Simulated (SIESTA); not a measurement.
Short convergence ladders for TiHg (P4mm, 2 atoms in the cell)

```
TiHg
1.0
    3.02460     0.00000     0.00000
    0.00000     3.02460     0.00000
    0.00000     0.00000     4.11345
Ti Hg
1 1
Direct
  0.50000   0.50000   0.51216
  0.00000   0.00000   0.00000
```
Moments meant for the start (each program seeds them in its own way; μB, in the order of the atoms Ti Hg): 1.0 0.0.

Base method: GGA PBEsol, numerical atomic orbitals DZP, PseudoDojo PBEsol standard norm-conserving potentials (rewritten from UPF to PSML) in SIESTA 5.4.2.

Base settings: XC.functional = GGA; XC.authors = PBEsol; potentials = PseudoDojo PBEsol standard; PAO.BasisSize = DZP; PAO.EnergyShift = 0.01 Ry; MeshCutoff = 350 Ry; kgrid.MonkhorstPack = 5 5 4; OccupationFunction = FD; ElectronicTemperature = 1160.45 K; Spin = polarized.

**The k-point mesh**

Only quantities that move along the ladder and can be compared are tabulated.

The magnetic state is not the same in all runs (site moments differ, or a search went on to a lower state), so steps between rows are not convergence errors alone.

```tsv
kgrid.MonkhorstPack	free energy less the last step's (meV/atom)	pressure (GPa)	largest difference of a force vector from the last step's (eV/Å)	net moment (μB/atom)
2 2 2	5.04	-10.93	0.014	0.247
3 3 3	79.18	-11.67	0.005	0.199
5 5 4	-8.48	-11.14	0.013	0.057
6 6 4	12.89	-10.07	0.005	0.428
7 7 5	-3.81	-10.39	0.007	0.434
9 9 6	1.89	-10.57	0.003	0.308
10 10 8	0.68	-10.47	0.001	0.359
13 13 9	0.16	-10.46	0.001	0.363
14 14 10	0.00	-10.48	0.000	0.350
```

Coarsest kgrid.MonkhorstPack that holds the net moment within 0.05 μB/atom of the last step, with all finer ones: 9 9 6; the step before is off by 0.085 μB/atom.

Coarsest kgrid.MonkhorstPack that holds the free energy within 0.5 meV/atom of the last step, with all finer ones: 13 13 9; the step before is off by 0.68 meV/atom.

Coarsest kgrid.MonkhorstPack that holds the forces within 0.01 eV/Å of the last step, with all finer ones: 6 6 4; the step before is off by 0.013 eV/Å.

**The k-point mesh at a smearing width of 0.3 eV**

In this ladder: ElectronicTemperature = 3481.36 K.

Only quantities that move along the ladder and can be compared are tabulated.

| kgrid.MonkhorstPack | free energy less the last step's (meV/atom) | pressure (GPa) |
|---|---|---|
| 4 4 3 | -21.11 | -9.90 |
| 5 5 4 | -0.36 | -9.69 |
| 6 6 4 | 5.28 | -9.66 |
| 8 8 6 | -0.46 | -9.75 |
| 12 12 9 | 0.06 | -9.74 |
| 17 17 13 | 0.00 | -9.74 |
| 21 21 16 | 0.00 | -9.74 |

Coarsest kgrid.MonkhorstPack that holds the pressure within 0.1 GPa of the last step, with all finer ones: 5 5 4; the step before is off by 0.16 GPa.

Coarsest kgrid.MonkhorstPack that holds the free energy within 0.5 meV/atom of the last step, with all finer ones: 8 8 6; the step before is off by 5.3 meV/atom.

**The width of Methfessel-Paxton smearing**

In this ladder: kgrid.MonkhorstPack = 8 8 7; OccupationFunction = MP; OccupationMPOrder = 1.

Narrow widths need finer meshes than wide ones, so the last steps can hold mesh noise.

Only quantities that move along the ladder and can be compared are tabulated; pressure and forces are left out, as mesh noise rules them at narrow widths.

The magnetic state is not the same in all runs (site moments differ, or a search went on to a lower state), so steps between rows are not convergence errors alone.

```csv
ElectronicTemperature,free energy less the last step's (meV/atom),net moment (μB/atom)
11604.5 K,3.03,0.000
5802.26 K,5.17,0.318
3481.36 K,2.03,0.365
2320.9 K,0.70,0.370
1160.45 K,0.00,0.375
```

Widest ElectronicTemperature that holds the free energy within 1 meV/atom: not settled: the last two steps still differ by 0.70 meV/atom, over half the tolerance, so the ladder does not show it.

Widest ElectronicTemperature that holds the net moment within 0.05 μB/atom of the last step, with all finer ones: 3481.36 K; the step before is off by 0.057 μB/atom.

On the base run: the starting cell comes from a database of computed structures (which also holds hypothetical and non-ambient phases and stackings), without a prior relaxation at this level. Its lattice was rescaled by up to half a per cent. One atom was moved a little off its site on purpose. The moments shrank to a small part of their start, a low-spin state that need not be the lowest. Values carry the incompleteness of an atom-centred basis. In the base run, with a pressure of about -11 GPa the cell is away from its equilibrium volume at this level. Without a gap this mesh is coarse (it stands for a supercell whose shortest vector is 15 Å).

Left out of this page: 2 runs of the series outside the window shown, repeating another row's setting, or not comparable.
